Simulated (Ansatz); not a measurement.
Functionals compared on OH on the 1x1 (0001) surface of beta Si3N4 (cut with top plane 4 N + 3 Si), one in a 1x1 cell, started at the site 'top Si', in Ansatz (plane waves, PAW). The structure was relaxed with PBE; the other rows are single points on it, each with its references at the same level. Cutoff 420 eV (500 eV for r2SCAN). The points keep PBE's geometry, so the relaxation of a polaron and the settling of charge on one site are left out.

Host crystal: beta Si3N4, with a band gap (PBE, scalar-relativistic without spin-orbit coupling).

Set-up: 44 atoms, 7.8 Å thick at the start under the adsorbate (thin: gaps and levels are the slab's own); mesh 3x3x1; 0.01 eV smearing; dipole correction on; 21 atoms held, the rest relaxed; no symmetry held; spin-polarised, ending with about 0.8 μB a cell, a value that depends on the mesh; orders that need a larger cell were not tried, no spin-orbit, no U, no dispersion correction. The slab shows no gap over 0.04 eV on its mesh. At the end it is bonded to Si. In PBE it is, or lies within 0.03 eV of, the lowest of the starts that converged. These notes are the PBE run's. r2SCAN: The program's check for a lower electronic state was not made. Adsorption energies are against H2O(g) − ½ H2(g). A negative adsorption energy means that the adsorbate is more stable on the surface than in its reference.

A dash marks a value that is undefined for that row or was read on another mesh.

```json
[
 {"functional": "PBE", "adsorption energy (eV)": "-1.14", "work function of the top face (eV)": "6.73", "rough cost of the single point": "–"},
 {"functional": "RPBE", "adsorption energy (eV)": "-0.97", "work function of the top face (eV)": "6.59", "rough cost of the single point": "roughly 3 core-minutes"},
 {"functional": "r2SCAN", "adsorption energy (eV)": "___", "work function of the top face (eV)": "–", "rough cost of the single point": "roughly 8 core-minutes"}
]
```

Fill in the missing entries.


- r2SCAN, adsorption energy (eV): -1.37

Ansatz is a program for electronic structure.
